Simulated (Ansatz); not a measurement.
The starting structures come from a database of crystals and need not be the phases stable at ambient conditions.

 Where the default PAW files enter, the runs use the earlier of Ansatz's two default sets.

Here is the system:

```
CELL_PARAMETERS angstrom
      5.28815     0.00000     0.00000
     -2.52783     6.29984     0.00000
     -0.23249    -2.33133     4.89274
ATOMIC_POSITIONS crystal
  Ca 0.62247 0.74494 0.37247
  Ca 0.37753 0.25506 0.62753
  W  0.13357 0.76714 0.88357
  W  0.86643 0.23286 0.11643
  O  0.20074 0.41988 0.35879
  O  0.79926 0.58012 0.64121
  O  0.71914 0.41988 0.06109
  O  0.28086 0.58012 0.93891
  O  0.05843 0.93376 0.20704
  O  0.94157 0.06624 0.79296
  O  0.37533 0.93376 0.72672
  O  0.62467 0.06624 0.27328
```

Space group of this cell: C2/c. The cell is taken as given; by r2SCAN its mean pressure is -10.4 GPa.

Transport runs along the normal of the first two printed cell vectors.

The gap is the functional's own. No spin-orbit coupling. Mid-gap values are interpolated on the energy grid.

Question: State the band gap and the smallest decay constant κ at mid-gap according to Ansatz (a program for electronic structure) with r2SCAN.

Answer: Gap 4.13 eV on a 6×6×6 mesh; κ = 0.519 1/Å, at the zone centre.
